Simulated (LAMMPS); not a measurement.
Consider a melt made from CdTe (zinc blende), 4096 atoms, at 1760 K and 2 GPa, brought to that temperature within a few picoseconds in molecular dynamics.

Method: classical MD, pair style sw, file CdTeZnSeHgS0.sw, run in LAMMPS.

```csv
r (Å),"g(r), Cd-Te","g(r), Te-Te","g(r), Cd-Cd"
2.260,0.002,0.000,0.000
2.300,0.002,0.000,0.000
2.340,0.007,0.000,0.000
2.380,0.016,0.000,0.000
2.420,0.046,0.000,0.001
2.460,0.112,0.000,0.004
2.500,0.178,0.000,0.015
2.540,0.339,0.000,0.029
2.580,0.527,0.000,0.065
2.620,0.884,0.000,0.132
2.660,1.19,0.000,0.189
2.700,1.63,0.001,0.246
2.740,2.05,0.001,0.377
2.780,2.39,0.002,0.470
2.820,2.72,0.009,0.578
2.860,2.99,0.025,0.670
2.900,3.15,0.053,0.789
2.940,3.19,0.098,0.882
2.980,3.15,0.151,0.983
3.020,3.01,0.237,1.04
3.060,2.87,0.371,1.01
3.100,2.71,0.579,1.09
3.140,2.49,0.679,1.09
3.180,2.29,0.804,1.09
3.220,2.12,0.956,1.16
3.260,1.92,1.13,1.10
3.300,1.68,1.24,1.12
3.340,1.61,1.29,1.08
3.380,1.47,1.32,1.08
3.420,1.35,1.38,1.10
3.460,1.18,1.38,1.07
3.500,1.18,1.45,1.06
3.540,1.07,1.36,0.990
3.580,1.03,1.38,1.05
3.620,0.985,1.38,1.03
3.660,0.901,1.35,0.993
3.700,0.857,1.35,0.956
3.740,0.819,1.29,1.03
3.780,0.782,1.36,1.01
3.820,0.773,1.37,1.08
3.860,0.743,1.33,1.09
3.900,0.716,1.29,1.07
3.940,0.715,1.36,1.14
3.980,0.718,1.27,1.10
4.020,0.739,1.31,1.11
4.060,0.741,1.24,1.15
4.100,0.754,1.24,1.17
4.140,0.750,1.20,1.16
4.180,0.785,1.21,1.20
4.220,0.793,1.24,1.18
4.260,0.818,1.20,1.21
4.300,0.809,1.22,1.20
4.340,0.797,1.20,1.21
4.380,0.797,1.23,1.25
4.420,0.860,1.27,1.21
4.460,0.835,1.27,1.20
4.500,0.853,1.32,1.25
4.540,0.857,1.22,1.19
4.580,0.855,1.24,1.18
4.620,0.853,1.24,1.20
4.660,0.848,1.25,1.20
4.700,0.866,1.23,1.14
4.740,0.872,1.21,1.16
4.780,0.866,1.23,1.16
4.820,0.859,1.21,1.16
4.860,0.875,1.19,1.09
4.900,0.863,1.17,1.16
4.940,0.871,1.12,1.06
4.980,0.880,1.13,1.04
5.020,0.854,1.10,1.04
5.060,0.867,1.11,1.04
5.100,0.872,1.06,1.03
5.140,0.846,1.03,1.03
5.180,0.867,1.00,1.01
5.220,0.873,1.00,0.991
5.260,0.882,1.01,0.979
5.300,0.860,0.972,0.952
5.340,0.877,0.945,0.973
5.380,0.878,0.922,0.936
5.420,0.870,0.918,0.967
5.460,0.896,0.914,0.929
5.500,0.901,0.915,0.933
5.540,0.905,0.929,0.986
5.580,0.889,0.900,0.946
5.620,0.905,0.861,0.931
5.660,0.924,0.861,0.939
5.700,0.909,0.875,0.930
5.740,0.937,0.871,0.952
5.780,0.948,0.841,0.952
5.820,0.966,0.875,0.974
5.860,0.950,0.876,0.950
5.900,0.977,0.881,0.951
5.940,0.982,0.840,0.987
5.980,1.00,0.853,0.977
6.020,1.02,0.871,0.972
6.060,1.03,0.880,0.976
6.100,1.03,0.869,0.957
6.140,1.04,0.891,0.976
6.180,1.07,0.870,0.952
6.220,1.06,0.894,0.982
6.260,1.10,0.905,0.960
6.300,1.09,0.921,0.987
6.340,1.09,0.890,0.972
```

The data show:
- state found: liquid
- first peak of g(r), Cd-Te: 2.94 Å, height 3.2
- coordination number of Cd by Te: 4.58 (counted to 3.98 Å)
- coordination number of Te by Cd: 4.58 (counted to 3.98 Å)
- first peak of g(r), Te-Te: 3.48 Å, height 1.5

Caution: a run this short can hold a crystal over, or a liquid under, the potential's own melting point, which these runs don't give. Caution: the real compound melts congruently only under the pressure of its own vapour and loses its more volatile element when open.
